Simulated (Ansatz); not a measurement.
## Pressure series in hypothetical zinc blende BaS

Take BaS in the zinc blende structure (space group F-43m, No. 216; a hypothetical phase, not in the database extracts checked) as the base.

```xyz
2
Lattice="0.0000 3.5191 3.5191 3.5191 0.0000 3.5191 3.5191 3.5191 0.0000" Properties=species:S:1:pos:R:3 pbc="T T T"
S      5.2786     5.2786     5.2786
Ba     0.0000     0.0000     0.0000
```

Cell and atoms are relaxed at each pressure.

All numbers come from Ansatz (a program for electronic structure) r2SCAN, no spin-orbit coupling.

Notes on the quantities. enthalpy: H = E + PV relative to the base's energy.

| change | enthalpy | volume per atom | smallest direct gap |
|---|---|---|---|
| base | – | 43.58 Å³ | 3.70 eV |
| pressure −2 GPa | -0.57 eV/atom | 47.25 Å³ | 3.49 eV |
| pressure −1 GPa | -0.28 eV/atom | 45.23 Å³ | 3.63 eV |
| pressure 0.3 GPa | +0.08 eV/atom | 43.14 Å³ | 3.70 eV |
| pressure 0.7 GPa | +0.19 eV/atom | 42.58 Å³ | 3.70 eV |
| pressure 1.5 GPa | +0.40 eV/atom | 41.58 Å³ | 3.70 eV |
| pressure 3 GPa | +0.78 eV/atom | 39.94 Å³ | 3.70 eV |
| pressure 5 GPa | +1.27 eV/atom | 38.16 Å³ | 3.69 eV |
| pressure 7.5 GPa | +1.85 eV/atom | 36.35 Å³ | 3.67 eV |
| pressure 10 GPa | +2.40 eV/atom | 34.86 Å³ | 3.65 eV |

Load acts through the strain it causes; cell and atoms are relaxed under it. Stability against distortions was not tested. Competing high-pressure phases were not computed.
